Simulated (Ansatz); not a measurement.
An Ansatz (an electronic-structure program) run: Sn with a change (biaxial strain +1.61 %, plane normal [001], relaxed out of plane); Ansatz, PBEsol, PAW, cutoff 420 eV, without spin-orbit coupling.

Input:

Ansatz 0.2 input:
```yaml
crystal:
  lattice:
    - [3.3794993546, 0, 0]
    - [0, 3.3794993546, 0]
    - [1.6897496773, -1.6897496773, 2.377087341]
  atoms:
    - { symbol: Sn, position: [0, 0, 0] }
basis: { ecutwfc: 420, ecutrho_ratio: 4, xc_grid: 2, fft_grid_basis: typed }
kpoints: { mp_grid: { grid: [28, 28, 28] } }
hamiltonian:
  xc: pbesol
  dispersion: none
  pseudopotentials: { kind: paw }
scf: { occupations: { method: fermi_dirac, width: 0.1 } }
relax: { f_tol: 0.005, max_steps: 50, cell: { stress_tol: 0.01, fix: [a, b, gamma] } }
output: { forces: true, stress: true }
checkpoint: { write: state.ck, write_every: 1000 }
```

Output (explanatory and most iteration lines left out):

```
Relaxation: its limit of steps is 50 (relax.max_steps)
Pseudopotential: Sn, paw, valence charge 14
Crystal: 1 atoms, lattice volume = 27.149 Å³
Basis set: ecut = 420 eV, 531 PW (Γ), exchange–correlation on 48×48×48 points (8 copies of the dense FFT grid, shifted against one another)
Bands: 11, of which v1, the nominal top of the filled ones, is band 7 counted from 1 (6 counted from 0)
Symmetry: 16 space group operations
Space group: I4/mmm (ITA 139), of the structure as read, at distance tolerance 3.0e-5 Å
k-points: 1639 of 21952
Functional: x = pbesol(κ = 0.804, μ = 0.12345679012345678), c = pbesol(β = 0.046)
SCF iter   1: F=—  HF=-5949.763024 eV  |F-HF|=—  |Δ(HF+E_count)|=         —  Δρ=2.60e-3  dr2=9.58e-4  ethr=1.77e-3  ⟨swp⟩=5.0  Hψ=106695  notcnv=0
SCF iter   2: F=—  HF=-5949.762053 eV  |F-HF|=—  |Δ(HF+E_count)|=   9.71e-4  Δρ=1.48e-3  dr2=3.34e-4  ethr=6.85e-6  ⟨swp⟩=1.8  Hψ=32520  notcnv=0
SCF 1 converged in 6 iterations: F = -5949.761903 eV  dr2 = 3.32e-9
relax step   1: F+E_penalty+E_count = -5949.76190266 eV  Δ(F+E_penalty+E_count) = +0.000e0 eV  max|allowed force component| = 0.000e0 eV/Å  Δτ_max = 0.0000 Å  P = -1.232 GPa  Ω = 27.149 Å³  fix = [a, b, gamma]  reactions: a -1.229, b -1.229 GPa  (6 SCF iters, dr2 threshold 1.00e-7 eV, accepted)
[... steps on the carried basis left out ...]
relax step   4: F+E_penalty+E_count = -5949.76469670 eV  Δ(F+E_penalty+E_count) = +1.749e-6 eV  max|allowed force component| = 0.000e0 eV/Å  Δτ_max = 0.0000 Å  P = +0.047 GPa  Ω = 26.483 Å³  energy of the carried Pulay correction = +1.484e-4 eV  fix = [a, b, gamma]  reactions: a +0.072, b +0.072 GPa  (3 SCF iters, dr2 threshold 7.96e-9 eV, accepted)
Crystal: 1 atoms, lattice volume = 26.483 Å³
SCF iter   1: F=—  HF=-5949.764554 eV  |F-HF|=—  |Δ(HF+E_count)|=         —  Δρ=3.17e-5  dr2=4.17e-8  ethr=1.85e-7  ⟨swp⟩=2.7  Hψ=149636  notcnv=0
SCF iter   2: F=—  HF=-5949.764554 eV  |F-HF|=—  |Δ(HF+E_count)|=   5.89e-8  Δρ=1.50e-5  dr2=8.57e-9  ethr=2.98e-10  ⟨swp⟩=2.1  Hψ=29892  notcnv=0
SCF 5 converged in 5 iterations: F = -5949.764554 eV  dr2 = 4.52e-14
SCF converged after 5 iterations
Free energy (F): -5949.764554 eV
Internal energy: -5949.747227 eV  (E = F + TS)
E sigma→0 (E₀):  -5949.755891 eV
Entropy (-TS):   -0.017328 eV (-17.328 meV/atom)
Fermi energy:    11.166970 eV
--- Forces (eV/Å), atoms counted from 1 ---
  atom   1  Sn     0.00000000    -0.00000000     0.00000000
--- Stress (GPa, compression-positive) ---
        0.072501       0.000000       0.000000
        0.000000       0.072501       0.000000
        0.000000       0.000000      -0.007104
  P = ⅓ Tr σ = 0.0460 GPa (0.460 kbar)
--- Relaxed structure (4 steps of the walk, 4 accepted, 1 SCFs on fresh bases) ---
  cell:  # Å, volume = 26.4829 Å³
    - [3.3794993546, 0.0, 0.0]
    - [0.0, 3.3794993546, 0.0]
    - [1.6897496773, -1.6897496773, 2.3187862761145897]
  atoms:
    - { symbol: Sn, position: [0.0, 0.0, 0.0] }
```

Stability against distortions was not tested. The cell was made from Sn (space group I4/mmm, No. 139) by this change: biaxial strain +1.61 %, plane normal [001], relaxed out of plane. This is not the structure that Sn has at room temperature and ambient pressure.
